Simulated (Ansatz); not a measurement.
**Pt: energy against volume**

Pt (fcc, Fm-3m, 14.777 Å³/atom and stress up to 0.01 GPa in the relaxed cell, cube axes along x, y and z) under an equal strain ε along all three axes. LDA in Ansatz, a plane-wave DFT program (PAW, default set), 420 eV, 29×29×29 Γ-centred mesh, Fermi-Dirac smearing 0.10 eV.

Here V stands for volume and E for E less E0.

```csv
volume (Å³/atom),E less E0 (meV/atom),pressure (GPa)
13.4866,?,?
13.9080,53.19,21.73
14.1220,28.84,15.61
14.3381,12.17,9.97
14.5565,2.70,4.78
14.7770,0.00,0.00
14.9998,3.64,-4.39
15.2248,13.21,-8.41
15.4520,28.34,-12.10
15.6815,48.66,-15.46
```

Fit E of the 9 rows that show it with the third-order Birch-Murnaghan form, a cubic in V^(-2/3). With u = V^(-2/3) - 0.166, the rows have u = 0.006911, 0.005160, 0.003436, 0.001737, 0.000064, -0.001584, -0.003208, -0.004808, -0.006385. Least squares gives E = 0.030 - 470.36·u + 1148985·u² + 4654949·u³. Residuals (row less fit): -0.004, 0.005, 0.002, -0.004, -0.005, 0.001, 0.000, 0.005, -0.004; standard error 0.005 (degrees of freedom: 5). Its minimum lies at u = 0.000204, so V0 = (0.166204)^(-3/2) = 14.76. There d²E/du² = 2304000 and d³E/du³ = 2.793e7, so B0 = (4/9) × 14.76^(-7/3) × 2304000 × 0.160218 = 307 GPa (the last factor turns the table's units into GPa), and B0' = 4 + (2/3) × 0.166204 × (2.793e7)/2304000 = 5.3. B0' rests on the cubic coefficient alone and has a standard error of 0.1 from these residuals.

Problem. Predict the withheld E at V = 13.4866 from the fit, and compare with the calculation.

Solution. u = 0.010495, so E = 0.030 - 470.36 × 0.010495 + 1148985 × 0.010495² + 4654949 × 0.010495³ = 127.030 meV/atom. The calculation gives 126.92 meV/atom, 0.110 meV/atom below the prediction (0.1 % of the range of E in the table). The row lies outside the fitted rows, so this is an extrapolation. The scatter of the fitted rows lies at the last printed digit.

In a metal these values are sensitive to mesh and smearing; energies are taken to zero smearing, stresses follow the free energy. The runs aren't spin-polarised. Spin-orbit coupling is left out, which can shift these values for the heavy elements here. Other structures, which can take over under pressure, weren't tried. The same form fitted to the pressure column gives B0' = 5.3; series where the two differ by over 0.4 aren't shown. Rows are the converged runs of the series near zero and its far end, less any whose ions stayed unrelaxed beside relaxed ones; series whose fitted rows scatter by over a few per cent of the range, as at a crossing or softening among them, aren't shown in this form.
